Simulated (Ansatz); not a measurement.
Ansatz (a first-principles code), DFT, PBE, plane waves, its default PAW files: Al(111) slab of 8 layers, 2x2, O adatom, atoms displaced (Al32O), unrelaxed, 33 atoms. Basis and mesh were picked for this test and aren't claimed converged.

cell: 5.73, 5.73, 27.97 Å; 90, 90, 60°
distance to the nearest atom: 2.02 to 2.84 Å
task: single point
k mesh: 6×6×1
hamiltonian.xc: pbe
kind of files: paw
scf.occupations.method: fermi_dirac
scf.occupations.width: 0.2 eV
output.forces: true
binding of workers (--pin): off
k-point pools (--kpoint-pools): 1
memory maximum (--max-ram): 8GiB
accuracy: medium (default)
basis.precision: auto (default)
basis.xc_grid: 2 (default)
scf.eigensolver.kind: auto (default)
scf.convergence.dr2_threshold: 1e-07 (default)
scf.lower_state_search: light (default)
k-points after symmetry: 20
bands at the start: 90
electrons: 102
plane waves at Γ: 15633
cutoff (eV): 420
FFT grid: 40×40×192
symmetry operations: 1

Settings of this run: scf.mixing.algorithm = anderson, scf.mixing.preconditioner = auto, scf.mixing.ndim = 1, scf.algorithm = auto; 4 threads.

```
iteration  dr2 (eV)     Hψ
---------  --------  -----
1            5.26e1  10870
2           1.00e-2   2275
3           2.03e-3   3036
4           1.07e-3   3297
5           7.21e-4   3322
6           5.01e-4   2939
7           3.53e-4   2885
8           2.56e-4   2938
9           1.88e-4   2864
10          1.44e-4   2923
11          1.10e-4   3250
12          8.32e-5   3056
13          6.20e-5   2986
14          4.63e-5   3029
15          3.44e-5   2867
16          2.58e-5   3026
17          1.94e-5   3052
18          1.46e-5   3365
19          1.08e-5   3204
20          7.90e-6   3053
21          5.80e-6   3003
22          4.27e-6   3007
23          3.16e-6   3057
24          2.38e-6   3078
25          1.80e-6   3159
26          1.37e-6   2986
27          1.04e-6   3216
28          7.92e-7   3296
29          5.97e-7   3034
30          4.48e-7   3135
31          3.37e-7   3139
32          2.53e-7   3197
33          1.89e-7   3177
34          1.40e-7   3205
35          1.04e-7   2984
36          7.63e-8   5512
```

It converged after 36 SCF iterations.

Question: Which change of one setting makes this cycle converge in far fewer steps?

Answer: Several could match; the one computed here: scf.mixing.ndim = not set (7 SCF iterations) or scf.mixing.ndim = 4 (7 SCF iterations) or scf.mixing.ndim = 16 (7 SCF iterations), all else kept. In that run the program took: scf.mixing.preconditioner LDOS, scf.eigensolver.kind band_cg, --slots 4. The first change moves the result by: energy under 0.001 meV/atom, forces (largest component) 0.15 meV/Å. Counts are of single runs.

Keys are those of Ansatz 0.2.
